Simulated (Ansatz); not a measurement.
**SnO2 in the rutile structure (space group P4_2/mnm, No. 136)**

```cif
data_O4Sn2
_chemical_formula_sum 'Sn2 O4'
_space_group_name_H-M_alt 'P42/mnm'
_space_group_IT_number 136
_space_group_name_Hall '-P 4n 2n'
_cell_length_a 4.76916
_cell_length_b 4.76916
_cell_length_c 3.21202
_cell_angle_alpha 90.000
_cell_angle_beta 90.000
_cell_angle_gamma 90.000
loop_
_atom_site_label
_atom_site_type_symbol
_atom_site_symmetry_multiplicity
_atom_site_Wyckoff_symbol
_atom_site_fract_x
_atom_site_fract_y
_atom_site_fract_z
_atom_site_occupancy
Sn1 Sn 2 a 0.00000 0.00000 0.00000 1
O1 O 4 g 0.19372 0.19372 0.50000 1
```

Level of theory: PBEsol/PAW in Ansatz (an electronic-structure program), without spin-orbit coupling. k-mesh 6×6×8 (Γ-centred); smearing 0.05 eV (Fermi–Dirac).

| Item | Result |
|---|---|
| Volume per atom | 12.18 Å³ |
| Density | 6.85 g/cm³ |
| Band gap | 0.92 eV, direct at Γ |
| Electron mass | 0.17 mₑ along c, 0.19 mₑ across |
| Hole mass | 1.7 mₑ along c, 1.3 mₑ across |
| Lowest conduction-band minima above the VBM | Γ 0.92 eV |
| Total energy | -2357.178 eV/atom (σ→0; compares only within this code and set-up) |

Masses are band curvatures over ±0.01 Å⁻¹ around the edge. No phonon test of stability was made. The base started in Imma and relaxed to P4_2/mnm at this level.
